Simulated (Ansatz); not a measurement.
La2O3: pressure series

Take La₂O₃ (space group P-3m1, No. 164; a = 3.906 Å, c = 6.040 Å) as the base.

Cell and atoms are relaxed at each pressure.

All numbers come from PBEsol (Ansatz, an electronic-structure program), scalar-relativistic without spin-orbit coupling.

| P (GPa) | V (Å³/atom) |
|---|---|
| -2.00 | 16.246 |
| -1.00 | 16.101 |
| 2.99 | 15.575 |
| 7.00 | 15.116 |
| 14.99 | 14.349 |
| 29.99 | 13.303 |
| 50.00 | 12.363 |
| 75.00 | 11.531 |
| 100.00 | 10.903 |

Problem. Fit a third-order Birch–Murnaghan equation of state.

Solution. Least squares on P(V) = (3B₀/2)[(V₀/V)^(7/3) − (V₀/V)^(5/3)]·[1 + (3/4)(B₀′ − 4)((V₀/V)^(2/3) − 1)] gives V₀ = 15.97 Å³/atom, B₀ = 110 GPa and B₀′ = 4.5.

Load acts through the strain it causes; cell and atoms are relaxed under it. Stability against distortions was not tested. Competing high-pressure phases were not computed.
